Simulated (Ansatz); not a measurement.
The starting structures come from a database of crystals and need not be the phases stable at ambient conditions.

 Where the default PAW files enter, the runs use the earlier of Ansatz's two default sets.

# Evanescent states of Al₂Os (I4/mmm, not sure to be the ambient phase, 3 atoms a cell, 13.8 Å³ an atom) along the normal of (110)

The numbers are results of r2SCAN (plane waves, PAW; Ansatz, a first-principles code), not measurements.

No gap correction and no spin-orbit coupling; mid-gap values are interpolated between computed energies.

Energies count from the valence-band top; κ is the least over a 8×8 mesh across the current.

| E (eV) | κ (1/Å) | where |
|---|---|---|
| 0.03 | 0.049 | Γ |
| 0.07 | 0.090 | off Γ |
| 0.12 | 0.107 | off Γ |
| 0.17 | 0.121 | off Γ |
| 0.23 | 0.133 | off Γ |
| 0.28 | 0.144 | off Γ |
| 0.33 | 0.153 | off Γ |
| 0.38 | 0.130 | off Γ |
| 0.42 | 0.088 | off Γ |

### Question
How thick must the barrier be to attenuate the transmission by 10^6 when the electrodes' Fermi level lies at 0.42 eV, and what attenuation does that film give at 0.28 eV?

### Answer
d = 6 ln 10 / (2 × 0.088) = 78.5 Å. At 0.28 eV it gives 6 × 0.144/0.088 = 9.8 decades.
